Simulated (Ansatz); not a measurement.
**Fermi-surface data of NbAs (Pm-3m)**

Consider the following.

```
NbAs
1.0
    3.18051     0.00000     0.00000
    0.00000     3.18051     0.00000
    0.00000     0.00000     3.18051
Nb As
1 1
Direct
  0.00000   0.00000   0.00000
  0.50000   0.50000   0.50000
```

All values below come from r2SCAN, rigid bands (plane waves, PAW, scalar-relativistic; Ansatz, a quantum-chemistry and plane-wave program). Condition of this run: functional r2SCAN on the same cell. Geometry: cell and atoms relaxed with PBEsol.

```yaml
density of states at the Fermi level: 0.983 states/(eV·cell), both spins
bare Sommerfeld coefficient: 1.16 mJ/(mol of atoms·K²)
drude_plasma_energy: 5.3 eV
root-mean-square Fermi velocity: 5.9e5 m/s
resistivity times τ: 17.6 ×10⁻²² Ω·m·s
```

A metal at this level (no band gap); rigid bands, thermally averaged at 300 K, both spins. Spin-orbit coupling is left out. τ is one relaxation time for all states.

Computed structure with no diffraction record at hand here (it may be known, metastable or hypothetical): NbAs (Pm-3m).
